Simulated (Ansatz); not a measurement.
The reference is Ga2O3 in the corundum structure (space group R-3c, No. 167; a = 5.058 Å, c = 13.623 Å (hexagonal axes)). Axes: x lies along a and z along c of the hexagonal cell.

Now apply this change: uniaxial strain ε_zz = +1.50 %, all other strain components held at zero, atoms relaxed at fixed cell.

All numbers come from Ansatz (a program for electronic structure) PBE, no spin-orbit coupling.

Base, band edges from the VBM (valence, conduction): Γ -0.23, 2.40; F -0.14, 6.13; S₂ -0.17, 6.10; S₀ -0.17, 6.10; L -0.14, 6.02; H₀ -0.33, 6.31; H₂ -0.33, 6.31; T -0.29, 5.49 eV.

Give the band edges at the high-symmetry points of the new zone, measured from its valence-band maximum.


```json
[
 {"point": "Γ", "valence edge (eV)": "-0.20", "conduction edge (eV)": "2.26"},
 {"point": "T", "valence edge (eV)": "-0.25", "conduction edge (eV)": "5.36"},
 {"point": "H₂", "valence edge (eV)": "-0.32", "conduction edge (eV)": "6.15"},
 {"point": "H₀", "valence edge (eV)": "-0.32", "conduction edge (eV)": "6.15"},
 {"point": "L", "valence edge (eV)": "-0.16", "conduction edge (eV)": "5.85"},
 {"point": "S₀", "valence edge (eV)": "-0.17", "conduction edge (eV)": "5.94"},
 {"point": "S₂", "valence edge (eV)": "-0.17", "conduction edge (eV)": "5.94"},
 {"point": "F", "valence edge (eV)": "-0.15", "conduction edge (eV)": "5.97"}
]
```

The gap is 2.26 eV, indirect, Γ–S₀ (50 % along) → Γ.

Whether these cells are dynamically stable was not tested.
